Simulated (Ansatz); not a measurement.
Cost and result by functional for the adsorption energy of H on the 1x1 (0001) surface of hcp Ti, one in a 2x2 cell, started at the site 'hollow Ti-Ti-Ti', in Ansatz (plane waves, PAW). Single points on the PBE structure, on one kind of machine; costs are rough ratios of the slab run's core time (references not counted) to the cheapest single point. r2SCAN's cost holds its higher cutoff (500 against 420 eV). Differences are taken against r2SCAN for comparison alone: no measured value is at hand, so the table doesn't rank accuracy.

Model: 17-atom slab, 6.8 Å thick at the start under the adsorbate (thin: gaps and levels are the slab's own), 6x6x1 mesh, Fermi-Dirac 0.1 eV, dipole correction, 8 atoms held, the rest relaxed; symmetry of the start imposed; no spin, no spin-orbit, no U, no dispersion correction. At the end it is bonded to 3 Ti. In PBE it is, or lies within 0.03 eV of, the lowest of the starts that converged. These notes are the PBE run's. Adsorption energies are against ½ H2(g). A negative adsorption energy means that the adsorbate is more stable on the surface than in its reference.

```tsv
functional	relative cost	adsorption energy (eV)	less r2SCAN (eV)
RPBE	1	-0.98	0.27
r2SCAN	2	-1.25	0.00
PBE (the relaxed run's value)	–	-1.08	0.17
```

The values span 0.27 eV, while the single points' costs differ by a factor of roughly 2. Differences are of unrounded values.

Ansatz is a first-principles code.
